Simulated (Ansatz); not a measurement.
# bcc Zr (high-temperature phase)

Level of theory: PBEsol (plane waves, PAW; Ansatz, a program for electronic structure).

Run with plane-wave cutoff 520 eV, 22×22×22 k mesh, Fermi–Dirac smearing 0.05 eV, scalar-relativistic PAW data made under PBE.

Cell (relaxed at this level):

```cif
data_Zr
_chemical_formula_sum 'Zr1'
_space_group_name_H-M_alt 'P 1'
_space_group_IT_number 1
_cell_length_a 3.04847
_cell_length_b 3.04847
_cell_length_c 3.04847
_cell_angle_alpha 109.471
_cell_angle_beta 109.471
_cell_angle_gamma 109.471
loop_
_space_group_symop_operation_xyz
  'x, y, z'
loop_
_atom_site_label
_atom_site_type_symbol
_atom_site_fract_x
_atom_site_fract_y
_atom_site_fract_z
_atom_site_occupancy
Zr1 Zr 0.00000 0.00000 0.00000 1
```

```yaml
band_gap: zero (no gap)
bulk modulus B0: 91.1 GPa
```

Note: symmetry holds this phase in the static calculation, where it need not be a minimum; the bulk modulus is −V dP/dV from two relaxed cells at ±2 % in volume; held by symmetry at 0 K, a high-temperature phase can be a saddle point; the volume lies 8 % below that of the published cell.

Spin–orbit coupling is not included.

Static lattice: no zero-point or thermal effects.
